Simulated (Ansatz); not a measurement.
Take TiAl (space group P4/mmm, No. 123; relaxed with 0.1 eV smearing) as the base.

TiAl is taken in the tetragonal space group P4/mmm (No. 123), Pearson symbol tP2. Lattice parameters: a = 2.8241 Å, b = 2.8241 Å, c = 4.0748 Å, α = 90.00°, β = 90.00°, γ = 90.00°. Ti on 1a sees 4 Ti at 2.824 Å and 8 Al at 2.853 Å (cuboctahedral). Al on 1d is coordinated by 4 Al at 2.824 Å and 8 Ti at 2.853 Å (cuboctahedral). (Neighbours: up to the widest gap in distance over summed covalent radii, below 1.35, at either atom.)

Computed with Kohn–Sham DFT with the PBE functional, run in Ansatz (an electronic-structure program) with PAW and 420 eV plane waves, no spin-orbit coupling.

Strains are applied to the cell and any free atomic positions relax.

One change was made to it. Results:

```json
[
 {"quantity": "energy relative to the base (free energy F)", "base": "0 meV/atom", "after": "+5.0 meV/atom"},
 {"quantity": "pressure (mean of the normal stresses, compression positive)", "base": "0.0 GPa", "after": "-3.2 GPa"}
]
```

Which of these changes matches the shifts?
(A) isotropic strain −1.50 %
(B) isotropic strain −1.00 %
(C) isotropic strain −3.00 %
(D) isotropic strain +1.00 %
(E) isotropic strain +3.00 %

D, isotropic strain +1.00 %. For comparison, the pressure in the other runs: isotropic strain +3.00 % gives -8.4 GPa; isotropic strain −1.00 % gives 3.6 GPa; isotropic strain −1.50 % gives 5.6 GPa; isotropic strain −3.00 % gives 12.3 GPa.

Stability against distortions was not tested. The final runs are not spin-polarised.
